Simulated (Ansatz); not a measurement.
The parent structure is GaN in the rock salt structure (space group Fm-3m, No. 225).

```yaml
crystal:
  lattice:
    - [0.00000, 2.10973, 2.10973]
    - [2.10973, 0.00000, 2.10973]
    - [2.10973, 2.10973, 0.00000]
  atoms:
    - { symbol: Ga, position: [0.00000, 0.00000, 0.00000] }
    - { symbol: N, position: [0.50000, 0.50000, 0.50000] }
```

Cartesian axes are those of the cell as printed.

Level of theory: plane-wave PAW DFT at the PBEsol level (Ansatz, a program for electronic structure, 420 eV), spin-orbit coupling left out.

For the base:

Band gap: 0.54 eV
Smallest direct gap: 2.80 eV
Shortest interatomic distance: 2.110 Å

The change: a free-standing slab of 2 layers (4 atoms, 2 a layer) is cut normal to the z axis, with 15 Å of vacuum and the in-plane cell held at bulk.

Task: What does the calculation give for the band gap after the change?

Result: The band gap goes up by 0.284 eV to 0.83 eV.

Task: Predict the new excess energy per area of both faces.

Result: The excess energy per area of both faces (slab less bulk energy over the cell's area: twice a surface energy) amounts to 2.05 J/m².

Task: Estimate the effect on the smallest direct gap.

Result: The smallest direct gap decreases by 1.00 eV, from 2.80 eV to 1.80 eV.

Task: Estimate the effect on the gap character.

Result: The gap character comes out as indirect, Γ–X (86 % along) → Γ.

Task: Estimate the effect on the shortest interatomic distance.

Result: The shortest interatomic distance falls by 0.038 Å, from 2.110 Å to 2.072 Å.

Slab and bulk use different k-meshes, which limits the precision of the excess energy. Stability against distortions was not tested. This is not the structure that GaN has at room temperature and ambient pressure. k-point labels follow each cell's own Brillouin zone.
